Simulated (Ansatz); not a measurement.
This Ansatz (a first-principles code) input is the reference run, HfN in the rock salt structure (space group Fm-3m, No. 225), computed with Ansatz PBEsol, no spin-orbit coupling:

Ansatz 0.2 input:
```yaml
crystal:
  lattice:
    - [0, 2.2508225491, 2.2508225491]
    - [2.2508225491, 0, 2.2508225491]
    - [2.2508225491, 2.2508225491, 0]
  atoms:
    - { symbol: N, position: [0, 0, 0] }
    - { symbol: Hf, position: [0.5, 0.5, 0.5] }
basis: { ecutwfc: 420, ecutrho_ratio: 4, xc_grid: 2, fft_grid_basis: typed }
kpoints: { mp_grid: { grid: [18, 18, 18] } }
hamiltonian:
  xc: pbesol
  dispersion: none
  pseudopotentials: { kind: paw }
scf: { occupations: { method: fermi_dirac, width: 0.05 }, convergence: { dr2_threshold: 0.0000000002 } }
output: { forces: true, stress: true }
checkpoint: { write: state.ck, write_every: 1000 }
```

Problem. Write the input for this change: the cell is compressed by 2.66 % along x with no lateral relaxation, atoms relaxed at fixed cell.

Solution. 
Ansatz 0.2 input:
```yaml
crystal:
  lattice:
    - [0, 2.2508225491, 2.2508225491]
    - [2.1909506693, 0, 2.2508225491]
    - [2.1909506693, 2.2508225491, 0]
  atoms:
    - { symbol: N, position: [0, 0, 0] }
    - { symbol: Hf, position: [0.5, 0.5, 0.5] }
basis: { ecutwfc: 420, ecutrho_ratio: 4, xc_grid: 2, fft_grid_basis: typed }
kpoints: { mp_grid: { grid: [18, 18, 18] } }
hamiltonian:
  xc: pbesol
  dispersion: none
  pseudopotentials: { kind: paw }
scf: { occupations: { method: fermi_dirac, width: 0.05 }, convergence: { dr2_threshold: 0.0000000002 } }
relax: { f_tol: 0.005, max_steps: 50 }
output: { forces: true, stress: true }
checkpoint: { write: state.ck, write_every: 1000 }
```
This is the input that was run.

The cells carry an imposed strain or load. Stability against distortions was not tested. The final runs are not spin-polarised. An odd electron count without spin: HfN.
